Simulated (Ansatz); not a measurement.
The starting structures come from a database of crystals and need not be the phases stable at ambient conditions.

Tunnelling through a barrier is set by its complex band structure: the current falls as exp(−2κd) with the smallest κ.

Given:

```
InS
1.0
    5.68130     0.00000     0.00000
   -2.81825    11.58311     0.00000
    2.81825    -0.75581     2.86067
In S
4 4
Direct
  0.93438   0.12322   0.23260
  0.06562   0.87678   0.76740
  0.56562   0.62322   0.51384
  0.43438   0.37678   0.48616
  0.00055   0.65093   0.65413
  0.99945   0.34907   0.34587
  0.49945   0.15093   0.14773
  0.50055   0.84907   0.85227
```

Space group of this cell: P2_1/c. The cell is taken as given; by PBEsol its mean pressure is -3.6 GPa.

Transport runs along the normal of the first two printed cell vectors.

No gap correction and no spin-orbit coupling; mid-gap values are interpolated between computed energies.

Give the band gap and the smallest decay constant κ at mid-gap that Ansatz (an electronic-structure program) with PBEsol yields.

Gap 0.26 eV on a 8×10×10 mesh; κ = 0.104 1/Å, at (0.333, 0.000) of the in-plane reciprocal vectors. At the zone centre, at the nearest computed energy, the slowest state has κ = 0.14 1/Å.
